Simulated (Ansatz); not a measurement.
Amorphous silicon oxynitride (Si₄₅O₁₈N₄₈), 111 atoms at 2.50 g/cm³, one PBE-relaxed geometry, zone centre. Methods: PBE, scalar-relativistic without spin-orbit coupling (Ansatz, a program for electronic structure); r2SCAN, scalar-relativistic without spin-orbit coupling (Ansatz); HSE06, scalar-relativistic without spin-orbit coupling (Ansatz). Plane waves to 420 eV (r2SCAN 500 eV); exact exchange is cut at the cell's faces. At PBE the levels at the filled edge of the gap are localised (band-tail or defect states), and the nearest spread-out levels lie 3.2 eV apart at the zone centre. The higher rungs were started with moments on some atoms, which died out.

The cell was made by melting and quenching with the CHGNet potential and then relaxed with DFT. O and N atoms were pushed apart under 1.9 Å during the dynamics, to hinder bonds among them. The hot cell started wider than the set density and was brought back towards it in steps. It is the lowest in DFT energy of 4 quenches. It is a model cell: composition and starting density were chosen by hand, and all elements were melted together. No dispersion term was used. A short ab initio anneal came between quench and relaxation. Its density started from a set value of 2.46 and ended at 2.50 g/cm³. The simulated quench (nominally 150 K/ps over its main leg) is rapid and tends to freeze in more defects than a deposited or slowly cooled glass has. A cell of this size samples the disorder only roughly. Volume and shape were free in the relaxation.

The relaxation ran on the zone centre alone. At PBE the level gap is 2.58 eV on a 2×2×2 Γ-centred mesh, and the spacing at the zone centre alone 2.58 eV.

**Question.** What zone-centre spacing does r2SCAN give, roughly?

**Answer.** 2.98 eV (+0.40 eV against PBE).

**Question.** What zone-centre spacing does HSE06 give, roughly?

**Answer.** 3.89 eV (+1.31 eV against PBE).

The highest filled and the lowest empty state spread over these numbers of atoms (participation numbers): PBE: 2.6 and 32.1; r2SCAN: 2.5 and 33.7; HSE06: 2.5 and 30.3.
